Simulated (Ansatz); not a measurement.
Functionals compared on the (221) surface of fcc Rh in its 1x1 cell, outermost plane spacing 0.64 Å in the ideal cut, in Ansatz (plane waves, PAW). The structure was relaxed with PBE; the other rows are single points on it, each with its references at the same level. Cutoff 420 eV (500 eV for r2SCAN).

Slab: 17 atoms, 10.2 Å thick at the start (thin: gaps and levels are the slab's own); k 14x5x1, smearing 0.1 eV, dipole-corrected; all atoms relaxed; symmetry of the start imposed; no spin, no spin-orbit, no U. These notes are the PBE run's.

```json
[
 {"functional": "PBE", "surface energy (J/m²)": "2.29", "work function of the top face (eV)": "4.82", "rough cost of the single point": "–"},
 {"functional": "LDA", "surface energy (J/m²)": "2.92", "work function of the top face (eV)": "5.21", "rough cost of the single point": "around 6 core-minutes (rough)"},
 {"functional": "PBEsol", "surface energy (J/m²)": "2.72", "work function of the top face (eV)": "4.94", "rough cost of the single point": "around 6 core-minutes (rough)"},
 {"functional": "RPBE", "surface energy (J/m²)": "2.03", "work function of the top face (eV)": "4.64", "rough cost of the single point": "about 6 core-minutes (a rough figure)"},
 {"functional": "r2SCAN", "surface energy (J/m²)": "2.52", "work function of the top face (eV)": "4.78", "rough cost of the single point": "roughly 10 core-minutes"}
]
```

Ansatz is a program for electronic structure.
